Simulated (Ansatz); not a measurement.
Take WSe2 (space group P6_3/mmc, No. 194; a = 3.279 Å, c = 12.786 Å; layered, stacked along the Cartesian z axis) as the base. Axes: x lies along a and z along c of the hexagonal cell.

All numbers come from Kohn–Sham DFT with the PBE-D3(BJ) functional, run in Ansatz (a quantum-chemistry and plane-wave program) with PAW and 420 eV plane waves, without spin-orbit coupling.

It is then changed as follows: biaxial strain +2.40 %, plane normal [001], relaxed out of plane (Cartesian); in-plane vectors clamped, the third vector and the atoms free.

### Question
How does this affect the ratio −ε⊥/ε∥?

### Answer
The ratio −ε⊥/ε∥ is 0.37.

Stability against distortions was not tested.
